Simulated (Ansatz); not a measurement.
The cell is made up: elements placed on another compound's structure type, so the phase may be hypothetical.

Inside the gap of an insulator the Bloch states are evanescent, with a wavenumber k + iκ along the transport direction.

Data:

```
CELL_PARAMETERS angstrom
      6.24874     0.00000     0.00000
      0.00000     6.24874     0.00000
      0.00000     0.00000     6.24874
ATOMIC_POSITIONS crystal
  Cd 0.75000 0.00000 0.50000
  Cd 0.50000 0.75000 0.00000
  Cd 0.50000 0.25000 0.00000
  Cd 0.25000 0.00000 0.50000
  Cd 0.00000 0.50000 0.75000
  Cd 0.00000 0.50000 0.25000
  O  0.75000 0.50000 0.00000
  O  0.00000 0.75000 0.50000
  O  0.00000 0.25000 0.50000
  O  0.25000 0.50000 0.00000
  O  0.50000 0.00000 0.75000
  O  0.50000 0.00000 0.25000
```

Space group of this cell: Pm-3n. The cell was relaxed by PBE-D3(BJ); by PBEsol its mean pressure is -2.1 GPa.

Transport runs along the normal of the first two printed cell vectors.

No gap correction and no spin-orbit coupling; mid-gap values are interpolated between computed energies.

**Question.** Estimate the band gap and the smallest decay constant κ at mid-gap that Ansatz (a quantum-chemistry and plane-wave program) with PBEsol returns for this system.

**Answer.** Gap 0.26 eV on a 6×6×6 mesh; κ = 0.034 1/Å, at the zone centre.
